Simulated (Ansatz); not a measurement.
Structures of equal composition on the (111) surface of fcc Ir: a layer of Nb in place of the second plane; a layer of Nb in place of the third plane. The slabs share one bottom face, and each structure is named by its start. These are constructed structures in small cells; real faces may alloy, dewet or reconstruct in larger ones, and not all known structures of the face are among them. Slabs of about 11 Å, Fermi-Dirac smearing of 0.1 eV. Bottom of the slabs: a bare face, its two planes held. Relaxed from the named starts with such symmetry as they have, on meshes of like density; energies extrapolated to zero smearing; spin only where a row says so; no spin-orbit coupling, no U. Brackets mark spin-polarised runs, whose order is one that fits the cell.

Calculation: PBE (plane waves to 420 eV, PAW; Ansatz, an electronic-structure program).

Order them by energy per 1x1 cell (lowest first) at the level PBE.

a layer of Nb in place of the second plane (0.000 eV), a layer of Nb in place of the third plane (0.586 eV)
